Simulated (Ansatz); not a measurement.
A relaxation of the atoms of Mn₃Si (I4mm, 4 atoms in the cell) with Ansatz (an electronic-structure program).

Level of theory: LDA (PW92), default PAW files made with PBE (plane waves; Ansatz).

The change in words: one atom moved by 0.15 angstrom; relax: default → atoms; relax.f_tol: default → 0.1 eV/Å. Reference geometry:
```
Mn3Si
1.0
    0.00000     2.83039     2.83039
    2.83039     0.00000     2.83039
    2.83039     2.83039     0.00000
Mn Si
3 1
Direct
  0.25000   0.25000   0.25000
  0.75000   0.75000   0.75000
  0.50000   0.50000   0.50000
  0.00000   0.00000   0.00000
```
Moments meant for the start (each program seeds them in its own way; μB, in the order of the atoms Mn Mn Mn Si): 4.0 4.0 4.0 0.0.

Reference input (self-consistent single point, DFT, LDA (PW92), plane waves, default PAW files made with PBE): basis.ecutwfc = 420 eV; kpoints.mp_grid.grid = 10 10 10; hamiltonian.xc = lda; hamiltonian.pseudopotentials = {kind: paw} (the program's default PAW files); magnetization.spin_polarized = true; scf.occupations.method = gaussian; scf.occupations.width = 0.1 eV. This run's input differs from it in these lines:

```diff
@@ -8,3 +8,3 @@
     - { symbol: Mn, position: [0.750000, 0.750000, 0.750000], spin: 4.0 }
-    - { symbol: Mn, position: [0.500000, 0.500000, 0.500000], spin: 4.0 }
+    - { symbol: Mn, position: [0.526498, 0.526498, 0.473502], spin: 4.0 }
     - { symbol: Si, position: [0.000000, 0.000000, 0.000000] }
@@ -25,2 +25,4 @@
     width: 0.1
+relax:
+  f_tol: 0.1
 output:
```

Output, abridged:

```
   [... SCF lines of the steps left out ...]
relax step   1: F+E_penalty+E_count = -12133.63444327 eV  Δ(F+E_penalty+E_count) = +0.000e0 eV  max|allowed force component| = 7.149e-1 eV/Å  Δτ_max = 0.0000 Å  (15 SCF iters, dr2 threshold 1.00e-4 eV, accepted)
relax step   2: F+E_penalty+E_count = -12133.65229012 eV  Δ(F+E_penalty+E_count) = -1.785e-2 eV  max|allowed force component| = 5.756e-1 eV/Å  Δτ_max = 0.0210 Å  (9 SCF iters, dr2 threshold 3.19e-5 eV, accepted)
relax step   3: F+E_penalty+E_count = -12133.68719360 eV  Δ(F+E_penalty+E_count) = -3.490e-2 eV  max|allowed force component| = 1.143e-2 eV/Å  Δτ_max = 0.0902 Å  (10 SCF iters, dr2 threshold 2.07e-5 eV, accepted)
relax step   4: F+E_penalty+E_count = -12133.68720224 eV  Δ(F+E_penalty+E_count) = -8.644e-6 eV  max|allowed force component| = 1.142e-2 eV/Å  Δτ_max = 0.0000 Å  (5 SCF iters, accepted)
the relaxation is at rest under the 8 symmetry operations that the run kept from its start: a minimum is not shown …
the relaxation's final electronic state is not compared with the one that a single-point calculation of its input finds at the relaxed geometry …
an SCF from ferrimagnetic starting moments (4.00, -4.00, 4.00, 0.00 Bohr magnetons, atom by atom) was not made, so that it is not known whether that order lies …
   [... lines left out ...]
Absolute magnetization: 3.6370 μB (∫|ρ↑−ρ↓|, with the PAW one-centre terms)
Free energy (F): -12133.687202 eV
Fermi energy:    17.489969 eV
   [... lines left out ...]
  atoms:
    - { symbol: Mn, position: [0.25661029890050513, 0.25661029890050513, 0.24338970109949487] }
    - { symbol: Mn, position: [0.7566102989005051, 0.7566102989005051, 0.7433897010994949] }
    - { symbol: Mn, position: [0.5068589167587428, 0.5068589167587428, 0.49314108324125716] }
    - { symbol: Si, position: [0.0064184854402470235, 0.0064184854402470235, -0.0064184854402470235] }
```

The run converged. 

Summary of the result:
* **Free energy E − TS (on the zero of these files)**: -12133.6872 eV
* **Fermi level (on the code's own zero)**: 17.49 eV
* **Pressure**: -18.48 GPa
* **Largest force (vector length)**: 0.011 eV/Å
* **Size of the cell's spin moment**: 1.09 μB
* **Relaxation steps**: 4

The starting cell comes from a database of computed structures (which also holds hypothetical and non-ambient phases and stackings), without a prior relaxation at this level. Its lattice was rescaled by up to half a per cent. For this run, on top of that: one atom moved by 0.15 angstrom. The magnetic order is the one reached from the typed start; others were not searched systematically. The program warned that a starting moment was not kept. The relaxation keeps the symmetry of its start, so its end need not be a minimum. Ansatz's pressure includes its estimate of the finite-basis (Pulay) stress.

Cost on one core of a shared machine: roughly 4 min.

Keys are those of Ansatz 0.2.
